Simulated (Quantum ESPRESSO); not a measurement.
## How a calculation on CaBPd3 (Pm-3m, 5 atoms in the cell) responds to its settings

```yaml
crystal:
  lattice:
    - [4.27842, 0.00000, 0.00000]
    - [0.00000, 4.27842, 0.00000]
    - [0.00000, 0.00000, 4.27842]
  atoms:
    - { symbol: Ca, position: [0.50000, 0.50000, 0.50000] }
    - { symbol: B, position: [0.00000, 0.00000, 0.00000] }
    - { symbol: Pd, position: [0.50000, 0.00000, 0.00000] }
    - { symbol: Pd, position: [0.00000, 0.50000, 0.00000] }
    - { symbol: Pd, position: [0.00000, 0.00000, 0.50000] }
```

Base run A: Quantum ESPRESSO with PBEsol, GBRV 1.5 ultrasoft (PBESOL) pseudopotentials, self-consistent single point.

Its settings: ecutwfc = 40 Ry; ecutrho = 320 Ry; occupations = smearing; smearing = marzari-vanderbilt; degauss = 0.0073499 Ry; potentials = {Ca: ca_pbesol_v1.uspp.F.UPF, B: b_pbesol_v1.4.uspp.F.UPF, Pd: pd_pbesol_v1.4.uspp.F.UPF}; K_POINTS = automatic 8 8 8 0 0 0; conv_thr = 1e-09 Ry.

The starting cell comes from a database of computed structures (which also holds hypothetical and non-ambient phases and stackings), without a prior relaxation at this level. Spin polarisation is off. In the base run, with a pressure of about -3 GPa the cell is away from its equilibrium volume at this level.

ΔF is the free energy per atom less that of run A. 

Run A gave: pressure (GPa) -3.26; TS (meV/atom) 0.6.

Runs:
- B: degauss = 0.000146997 Ry
- C: degauss = 0.000734986 Ry
- D: degauss = 0.0018375 Ry
- E: degauss = 0.0036749 Ry
- F: degauss = 0.011025 Ry
- G: degauss = 0.0147 Ry
- H: degauss = 0.02205 Ry
- I: degauss = 0.036749 Ry
- J: degauss = 0.058799 Ry

Task: What does run G change against A?

Result: The free energy goes down by 1.6 meV/atom and the pressure stays at -3.26 GPa.

Task: What does run J change against A?

Result: The free energy goes down by 27.8 meV/atom and the pressure goes from -3.26 to -3.74 GPa.

```json
[
 {"run": "A", "ΔF (meV/atom)": "0.00", "pressure (GPa)": "-3.26", "TS (meV/atom)": "0.6"},
 {"run": "B", "ΔF (meV/atom)": "0.02", "pressure (GPa)": "-3.27", "TS (meV/atom)": "0.0"},
 {"run": "C", "ΔF (meV/atom)": "0.04", "pressure (GPa)": "-3.26", "TS (meV/atom)": "0.0"},
 {"run": "D", "ΔF (meV/atom)": "0.06", "pressure (GPa)": "-3.27", "TS (meV/atom)": "0.0"},
 {"run": "E", "ΔF (meV/atom)": "0.05", "pressure (GPa)": "-3.29", "TS (meV/atom)": "-0.1"},
 {"run": "F", "ΔF (meV/atom)": "-0.55", "pressure (GPa)": "-3.26", "TS (meV/atom)": "2.4"},
 {"run": "G", "ΔF (meV/atom)": "-1.60", "pressure (GPa)": "-3.26", "TS (meV/atom)": "5.1"},
 {"run": "H", "ΔF (meV/atom)": "-4.9", "pressure (GPa)": "-3.27", "TS (meV/atom)": "11.7"},
 {"run": "I", "ΔF (meV/atom)": "-14.4", "pressure (GPa)": "-3.26", "TS (meV/atom)": "27.4"},
 {"run": "J", "ΔF (meV/atom)": "-27.8", "pressure (GPa)": "-3.74", "TS (meV/atom)": "7.2"}
]
```
